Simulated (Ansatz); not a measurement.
**ScGeO (model structure, started from the ZrSiS type, P4/nmm, No. 129, 6 atoms in the cell): properties by level of theory**

| level (code) | equilibrium lattice constant a (Å) | c axis length (Å) | bulk modulus B0 (GPa) | cohesive energy (eV/atom) |
|---|---|---|---|---|
| LDA (Ansatz) | 3.295 | 7.391 | 126 | 6.46 |
| PBE (Ansatz) | 3.383 | 7.556 | 103 | 5.41 |
| PBEsol (Ansatz) | 3.335 | 7.460 | 116 | 5.89 |
| r²SCAN (Ansatz) | 3.347 | 7.527 | 118 | 5.51 |

Caveats: the bulk modulus is −V dP/dV from two relaxed cells at ±2 % in volume (LDA, PBE, PBEsol, r²SCAN). Ansatz's density-functional and Hartree–Fock values are scalar-relativistic unless marked +SOC, with PAW data made under PBE.

Free atoms are spin-polarised, in the lowest state found; at levels without +SOC their spin–orbit coupling is left out.

Static lattice: no zero-point or thermal effects.

A model structure was made by putting elements into a prototype or built by hand; it is no filed structure, need not be a known phase, and can be a saddle point held by its symmetry.

Ansatz is a program for electronic structure.
